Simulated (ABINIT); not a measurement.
Worked example: self-consistent single point of CuAu (P1, 2 atoms in the cell) in ABINIT.

Computed with PBE, PAW (JTH v2.0 PBE PAW) (plane waves; ABINIT).

The change in words: lattice scaled by 0.98. Reference geometry:
```yaml
crystal:
  lattice:
    - [2.85070, 0.00000, 0.00000]
    - [0.00000, 2.85070, 0.00000]
    - [0.00000, 0.00000, 3.58161]
  atoms:
    - { symbol: Cu, position: [0.49451, 0.49531, 0.50347] }
    - { symbol: Au, position: [0.00549, 0.00469, 0.99653] }
```

Reference input (self-consistent single point, DFT, PBE, plane waves, PAW (JTH v2.0 PBE PAW)): pseudos = [Cu.GGA_PBE-JTH.xml, Au.GGA_PBE-JTH.xml]; ecut = 30 Ha; pawecutdg = 60 Ha; ixc = 11; occopt = 3; tsmear = 0.00367493 Ha; ngkpt = 9 9 7; nshiftk = 1; shiftk = 0 0 0; potentials = JTH v2.0 PBE PAW; nband = 21; kptopt = 1. This run's input differs from it in these lines:

```diff
@@ -5,5 +5,5 @@
 rprim
-         5.3870422635    0.0000000000    0.0000000000
-         0.0000000000    5.3870422635    0.0000000000
-         0.0000000000    0.0000000000    6.7682619852
+         5.2793014182    0.0000000000    0.0000000000
+         0.0000000000    5.2793014182    0.0000000000
+         0.0000000000    0.0000000000    6.6328971235
 natom 2
```

Output (repeated stretches shortened):

```
--- !BeginCycle
solver: {iscf: 17, nstep: 80, nline: 4, wfoptalg: 10, }
tolerances: {tolvrs: 1.00E-10, }
...

     iter   Etot(hartree)      deltaE(h)  residm     nres2
 ETOT  1  -230.02202548401    -2.300E+02 3.295E+01 3.774E+01
 ETOT  2  -232.19394245009    -2.172E+00 1.769E-01 2.762E+01
 ETOT  3  -232.11327189931     8.067E-02 7.141E-02 8.500E+00
 ETOT  4  -232.11831781269    -5.046E-03 2.520E-02 5.259E+00
 ETOT  5  -232.11219782998     6.120E-03 1.258E-02 1.959E-01
   [... 25 lines left out ...]
 ETOT 31  -232.11947903524     1.809E-10 1.420E-04 7.013E-10
 ETOT 32  -232.11947903532    -7.577E-11 1.269E-04 5.748E-09
 ETOT 33  -232.11947903530     2.115E-11 1.188E-04 1.435E-09
 ETOT 34  -232.11947903528     1.080E-11 1.057E-04 8.935E-11
 At SCF step   34       nres2   =  8.93E-11 < tolvrs=  1.00E-10 =>converged.

 Cartesian components of stress tensor (hartree/bohr^3)
  sigma(1 1)= -5.42873753E-04  sigma(3 2)=  3.61464886E-06
  sigma(2 2)= -5.43677901E-04  sigma(3 1)=  4.23464661E-06
  sigma(3 3)= -5.90505484E-04  sigma(2 1)= -2.92903786E-06

 ----iterations are completed or convergence reached----

 reduced coordinates (array xred) for    2 atoms
       0.494514000000      0.495312000000      0.503467000000
       0.005486000000      0.004688000000      0.996533000000
 cartesian forces (eV/Angstrom) at end:
    1      0.16620800228200     0.14180448577370    -0.23742760116796
    2     -0.16620800228200    -0.14180448577370     0.23742760116796
 frms,max,avg= 1.8628426E-01 2.3742760E-01   7.279E-04  3.902E-04  3.105E-03 e/A
   [... lines left out ...]
 Fermi (or HOMO) energy (hartree) =   0.31025   Average Vxc (hartree)=  -0.44637
   [... lines left out ...]
'-kT*entropy'       : -5.20470660257945E-04
total_energy        : -2.32119486627222E+02
total_energy_eV     : -6.31629245199946E+03
...

-Cartesian components of stress tensor (GPa)         [Pressure=  1.6447E+01 GPa]
- sigma(1 1)= -1.59718946E+01  sigma(3 2)=  1.06346623E-01
- sigma(2 2)= -1.59955534E+01  sigma(3 1)=  1.24587584E-01
- sigma(3 3)= -1.73732682E+01  sigma(2 1)= -8.61752545E-02

 Calculation completed.
```

The run converged in 34 iterations. 

The starting cell comes from a database of computed structures (which also holds hypothetical and non-ambient phases and stackings), without a prior relaxation at this level. Its atoms were displaced at random from the sites of space group no. 123. For this run, on top of that: lattice scaled by 0.98. Spin polarisation is off. With a pressure of about 16 GPa the cell is away from its equilibrium volume at this level.

These are the values that this program gave, and no reference: the one-centre exchange-correlation terms come from a truncated expansion.

Cost on one core of a shared machine: roughly 9 min.
